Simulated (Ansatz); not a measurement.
A (6,6) SiC nanotube has 24 atoms in a period of 3.097 Å, a mean diameter of 10.28 Å, and lies 56 meV/atom over the flat sheet relaxed at the same level.

Method: PBE (plane waves to 420 eV, PAW; Ansatz, a quantum-chemistry and plane-wave program). Mesh 1×1×10. No spin polarisation. Periodic along z alone, with about 11 Å of vacuum beside it. A hypothetical model, rolled from the flat sheet. It keeps the symmetry and period of its start, so it need not be a minimum against all distortions.

Task: Which bending rigidity of the sheet does this imply in the thin-plate picture?

Result: A plate bent to radius R stores D/(2R²) an area. The area an atom is π × 10.28 × 3.097/24 = 4.17 Å², so the stored energy is 0.056/4.17 = 0.0134 eV/Å². With R = 5.140 Å, D = 2R² × 0.0134 = 0.71 eV.
